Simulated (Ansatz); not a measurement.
The reference is MgO in the rock salt structure (space group Fm-3m, No. 225; a = 4.1592 Å).

Calculations: LDA in Ansatz (plane waves to 420 eV, PAW, no SOC).

For the base:

The width of the top valence band comes out as 1.87 eV and the gap character is direct at Γ.

Now apply this change: every lattice vector is stretched by 1.00 %; the atoms relax in the strained cell.

### Question
What happens to the mean gap deformation potential ΔEg/Δln V, width of the top valence band and gap character?

### Answer
The mean gap deformation potential ΔEg/Δln V is -10.0 eV; the width of the top valence band decreases by 0.055 eV, from 1.87 eV to 1.82 eV; the gap character stays direct at Γ.

Stability against distortions was not tested.

Ansatz is an electronic-structure program.
